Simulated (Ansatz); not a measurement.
Ag interstitial (alpha quartz host)

Computed with PBE, PAW (plane waves to 420 eV; Ansatz, a program for electronic structure). A 2×2×2 supercell of 72 sites was used; the energies come from a 2×2×2 Γ-centred sampling of its zone. Site at the start: void with 6O2Si nearest. Charged cells carry a point-charge image correction with potential alignment at far atoms. Dielectric constants: PBE linear response of the host. Host gap at this level: 5.68 eV. Finite-size and sampling errors can reach tenths of an eV here. PBE underestimates the host's gap, which shifts levels and can delocalise carriers. Spin–orbit coupling is left out. Each state is the lowest found from its start.

Formation energies E_f are given with the Fermi level at the valence-band maximum. Chemical conditions: O-rich (Δμ(Ag) = -0.14 eV, bounded by Ag2O (Pn-3m); only phases computed here count, gases as isolated molecules at 0 K). Reference phases: Ag: fcc Ag.

The name describes the start; the neighbours show where the added atom ended.

```tsv
charge	moment (μB)	point group	largest move off a lattice site (Å)	neighbours of the added atom at the end (Å)	image correction with alignment (eV)	E_f, O-rich (eV)
+1	not spin-polarised	C2	0.47	O 2.28, O 2.28, O 2.55, O 2.56, O 2.63, O 2.63	0.77	0.09
0	1.0	–	0.65	O 2.47, O 2.47, O 2.70, O 2.71, Si 2.75, Si 2.76	0.00	4.62
```

Point groups are those of the whole cell at tolerances of 0.03 and 0.1 Å ("near" where only the looser one holds); none is given for unsettled states.

No other site or start that was run ended lower by more than 0.1 eV.

Transition levels above the valence-band maximum: ε(+1/0) = 4.52 eV. On the lower envelope of the bound states, inside the gap: (+1/0) at 4.52 eV.

Flagged in the runs: a host whose relaxation on this sampling wasn't shown to rest, a strain field that reaches the edge of the cell.
